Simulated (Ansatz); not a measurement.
PBE against r2SCAN: BaTiO3, pressure −1 GPa

The parent structure is BaTiO$_{3}$ in the cubic perovskite structure (space group Pm-3m, No. 221; a = 4.0192 Å).

(Cell as relaxed with PBE.)

Levels (all Ansatz, a program for electronic structure, PAW): PBE (420 eV, no spin-orbit coupling); r2SCAN (500 eV, without spin-orbit coupling).

Each level relaxes its own structure.

| base | PBE | r2SCAN |
|---|---|---|
| volume per atom | 12.99 Å³ | 12.74 Å³ |
| lattice parameter a | 401.9 pm | 399.4 pm |
| band gap | 1.78 eV | 2.17 eV |

The change: hydrostatic tension (pressure −1 GPa).

```json
[
 {"quantity": "smallest direct gap", "PBE": "1.90 eV", "r2SCAN": "2.27 eV"},
 {"quantity": "band gap", "PBE": "1.77 eV", "r2SCAN": "2.16 eV"},
 {"quantity": "lattice parameter a", "PBE": "402.8 pm", "r2SCAN": "400.2 pm"}
]
```

PBE's smallest direct gap lies 0.377 eV below r2SCAN's; PBE's band gap lies 0.39 eV below r2SCAN's; PBE's lattice parameter a lies 2.6 pm above r2SCAN's (0.7 %). Neither level is exact; r2SCAN is the comparison here, not a measurement.

Load acts through the strain it causes; cell and atoms are relaxed under it. Stability against distortions was not tested. The final runs are not spin-polarised. Many cubic perovskites are stable only at high temperature; tilts and polar distortions were not tested. This is not the structure that BaTiO3 has at room temperature and ambient pressure.
